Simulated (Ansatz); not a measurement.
LaP in the CsCl type structure (space group Pm-3m, No. 221; a hypothetical phase, not in the database extracts checked)

Space group Pm-3m (No. 221); a = b = c = 3.650 Å, α = β = γ = 90.00°

```tsv
atom	site	symmetry	x	y	z
La	1a	m-3m	0.0000	0.0000	0.0000
P	1b	m-3m	0.5000	0.5000	0.5000
```

Computed with r2SCAN (Ansatz, a program for electronic structure, PAW, without spin-orbit coupling). Settings: 13×13×13 k-points, 0.05 eV Fermi–Dirac smearing.

| Quantity | Value |
|---|---|
| Volume per atom | 24.31 Å³ |
| Density | 5.80 g/cm³ |
| Band gap | zero |
| Total energy | -3513.327 eV/atom (σ→0; compares only within this code and set-up) |

Stability against distortions was not tested. All final runs are without spin polarisation.
